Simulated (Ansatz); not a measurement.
The reference is Te (space group P3_121, No. 152; made of chains).

```
Te
1.0
    4.62412     0.00000     0.00000
   -2.31206     4.00460     0.00000
    0.00000     0.00000     5.90339
Te
3
Direct
  0.25335   0.00000   0.33333
  0.00000   0.25335   0.66667
  0.74665   0.74665   0.00000
```

Levels (all Ansatz, a quantum-chemistry and plane-wave program, PAW): r2SCAN (500 eV, no spin-orbit coupling); HSE06 (420 eV, no SOC).

Its gap is 0.55 eV with r2SCAN and 0.85 eV with HSE06.

Now apply this change: a hydrostatic pressure of 0.7 GPa.

With r2SCAN the gap becomes 0.40 eV.

**Question.** If the HSE06 correction stayed the same, what would the HSE06 gap be, and what does the HSE06 run give?

**Answer.** A rigid correction of +0.30 eV gives 0.70 eV. The HSE06 run gives 0.68 eV, so the two effects roughly add.

Single points use the geometry relaxed with r2SCAN. The hybrid gap comes from the SCF mesh plus the semilocal run's edge points and a few special points and is an upper bound. With Te present, leaving out spin-orbit coupling can change the band edges. Load acts through the strain it causes; cell and atoms are relaxed under it. Stability against distortions was not tested. No dispersion term is included, though the crystal is made of layers, chains or molecules, so its spacings can come out too wide.
